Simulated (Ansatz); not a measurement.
Ge: stress against strain

Ge (diamond, Fd-3m, 22.860 Å³/atom at rest) under an equal strain ε in the (111) plane with the normal axis free, as in a coherent film. PBEsol in Ansatz, a plane-wave DFT program (PAW, default set), 420 eV, 14×14×14 Γ-centred mesh, Fermi-Dirac smearing 0.05 eV; ions are relaxed within the symmetry of each cell. Stress is positive for a compressed cell.

Here s stands for strain and y for stress xx.

| strain (%) | stress xx (GPa) |
|---|---|
| -1.25 | 2.15 |
| -0.83 | 1.40 |
| -0.42 | 0.69 |
| 0.00 | -0.01 |
| 0.42 | -0.66 |
| 0.83 | -1.27 |
| 1.25 | -1.88 |
| 2.50 | ? |

**Question.** Fit y against s with a straight line, and predict the withheld value at s = 2.50.

**Answer.** Means: s 0, y 0.060. About the means, the sum of products is -7.8206 and the sum of squares of s is 4.8556; the slope is their ratio. Least squares gives y = 0.060 - 1.6106·s. Residuals (row less fit): 0.077, 0.003, -0.046, -0.070, -0.044, 0.007, 0.073; standard error 0.064 (degrees of freedom: 5). The slope gives the biaxial elastic modulus of this plane = 161 ± 3 GPa. At the withheld row, y = 0.060 - 1.6106 × 2.50 = -3.967 GPa. The calculation gives -3.57 GPa, 0.397 GPa above the prediction (6.9 % of the range of y in the table). The row lies outside the fitted rows, so this is an extrapolation. From the scatter of the fitted rows alone, a prediction at this place has a standard error of 0.099 GPa, so the miss is 4.0 times that.

One order more, fitted to all 13 runs of the series, follows each within 0.02, so the miss is the next term of a smooth law. This level leaves no gap over 0.05 eV at strain -1.25, -0.83, -0.42, 0.00, 0.42, 0.83, 1.25, 2.50, where the mesh may be coarse. Rows are the converged runs of the series near zero and its far end; series whose fitted rows scatter by over a few per cent of the range, as at a crossing or softening among them, aren't shown in this form. Most that stay on the fit to the last digits aren't either.
